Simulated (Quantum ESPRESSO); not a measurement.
Band structure of Al (Fm-3m, 1 atom in the cell).

```yaml
crystal:
  lattice:
    - [0.00000, 1.98917, 1.98917]
    - [1.98917, 0.00000, 1.98917]
    - [1.98917, 1.98917, 0.00000]
  atoms:
    - { symbol: Al, position: [0.00000, 0.00000, 0.00000] }
```

Computed with PBE, SSSP 1.1.2 efficiency (PBE) pseudopotentials (plane waves; Quantum ESPRESSO).

Settings: ecutwfc = 35 Ry; ecutrho = 280 Ry; occupations = smearing; smearing = fd; degauss = 0.0036749 Ry; potentials = {Al: Al.pbe-n-kjpaw_psl.1.0.0.UPF}; K_POINTS = automatic 19 19 19 0 0 0; nbnd = 14; conv_thr = 1e-11 Ry.

The starting cell comes from a database of computed structures (which also holds hypothetical and non-ambient phases and stackings), without a prior relaxation at this level. Its lattice was rescaled by a random factor within 2.5 % of one.

Levels in eV from the Fermi level, bands 1 to 6:
```csv
point,1,2,3,4,5,6
Γ,-11.49,12.85,12.85,12.85,14.72,14.72
X,-3.06,-1.63,5.25,5.81,5.81,9.50
W,-0.93,-0.93,0.06,1.36,16.24,16.24
K,-1.99,-1.47,-0.33,6.80,8.45,16.19
L,-4.81,-4.47,11.65,11.65,11.91,11.91
U,-1.99,-1.47,-0.33,6.80,8.45,16.19
```

Bands cross the Fermi level along this path, so the cell is metallic at this level.
